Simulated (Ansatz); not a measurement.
NaF (model structure, started from the wurtzite type, P6₃/mmc, No. 194, 4 atoms in the cell) was calculated with PBEsol (Ansatz, a first-principles code, plane waves, PAW).

Settings: plane-wave cutoff 520 eV, 12×12×8 k mesh (along the axes of the cell as run), Fermi–Dirac smearing 0.01 eV, scalar-relativistic PAW data made under PBE.

The cell is the one relaxed with PBEsol. Conventional cell: a = 3.8922 Å, b = 3.8922 Å, c = 4.5841 Å, α = 90.00°, β = 90.00°, γ = 120.00°.

```xyz
4
Lattice="3.8922 0.0000 0.0000 -1.9461 3.3708 0.0000 0.0000 0.0000 4.5841" Properties=species:S:1:pos:R:3 pbc="T T T"
Na     1.9461     1.1236     0.2870
Na     0.0000     2.2472     2.5791
F      1.9461     1.1236     2.5790
F      0.0000     2.2472     0.2869
```

### Question
List the 16 lowest band energies at Γ above −25 eV (eV, relative to the valence band maximum), grouping those that round alike.

### Answer
At Γ: -19.00, -18.96, -18.95 (×2), -18.90 (×2), -18.86, -18.74, -1.11, -0.59 (×2), -0.29 (×2), 0.00, 5.57, 12.73.

Note: the relaxation could raise the start's symmetry but not lower it, so the cell can be a saddle point.

A model structure was made by putting elements into a prototype or built by hand; it is no filed structure, need not be a known phase, and can be a saddle point held by its symmetry.
